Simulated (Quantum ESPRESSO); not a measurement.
Quantum ESPRESSO 7.5, DFT, PBE, plane waves, SSSP 1.1.2 efficiency PBE: cubic BN (B16N16), 32 atoms. Basis and mesh were picked for this test and aren't claimed converged.

```yaml
cell: 7.23, 7.23, 3.62 Å; 90, 90, 90°
task: scf
k mesh: 2×2×4
ecutwfc: 45 Ry
ecutrho: 360 Ry
occupations: fixed
conv_thr: 3.2e-08 Ry
tprnfor: true
tstress: false
k-point pools (-nk): 2
diagonalization: david (default)
mixing_mode: plain (default)
mixing_beta: 0.7 (default)
mixing_ndim: 8 (default)
k-points computed: 9
bands: 64
electrons: 128
G-vectors of the density: 147257
FFT grid: 90×90×45
symmetry_operations: 8
```

One run each. The counts of a restarted run leave out the earlier run.

All on 8 ranks. Base settings, kept where nothing else is said: startingwfc = atomic+random (default), startingpot = atomic (default), start = no earlier run (default). The settings tried:
- startingwfc = random
- startingwfc = atomic
- the base settings
- startingpot = file, start = density of a run with one atom 0.03 Å away

**Question.** Predict which of these converge in the fewest SCF iterations.

**Answer.** Fewest SCF iterations: startingpot = file, start = density of a run with one atom 0.03 Å away (6). Most among those that reach the base run's result: the base settings (20). All converged.

```tsv
setting	SCF iterations	end
startingpot = file, start = density of a run with one atom 0.03 Å away	6	converged
startingwfc = atomic	14	converged
startingwfc = random	16	converged
the base settings	20	converged
```
